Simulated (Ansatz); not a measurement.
# CuI (Cmcm, No. 63, 4 atoms in the cell; start mp-1007922; a measured phase of this formula has another space group)

All values below come from r²SCAN (Ansatz, a first-principles code, PAW).

Settings: plane-wave cutoff 560 eV, 6×6×8 k mesh (along the axes of the cell as run), Fermi–Dirac smearing 0.01 eV, no spin polarisation, scalar-relativistic PAW data made under PBE.

Cell (relaxed at this level):

CuI is taken in the orthorhombic space group Cmcm (No. 63), Pearson symbol oS8. Cell: a = 7.573 Å, b = 7.463 Å, c = 4.302 Å, α = β = γ = 90.00°. Cu on 4c sees 3 I at 2.569–2.602 Å (trigonal planar). I on 4c sees 3 Cu at 2.569–2.602 Å. (Neighbours: up to the widest gap in distance over summed covalent radii, below 1.35, at either atom; cation-cation and far metal-metal contacts left out.)
(The calculation used a cell of 4 atoms; values per cell refer to that cell.)

For CuI (Cmcm, No. 63, 4 atoms in the cell; start mp-1007922; a measured phase of this formula has another space group), the band gap is 1.40 eV (on the SCF k mesh).

Note: the relaxation could not lower the start's symmetry, so the cell can be a saddle point above a distorted one; the cell has widely spaced layers and the level no dispersion term, so their spacing and the moduli can rest on weak binding.

Spin–orbit coupling is not included; with these elements it can move the gap by several tenths of an eV or more.

A start named mp-… is a Materials Project structure, which need not be a measured phase.
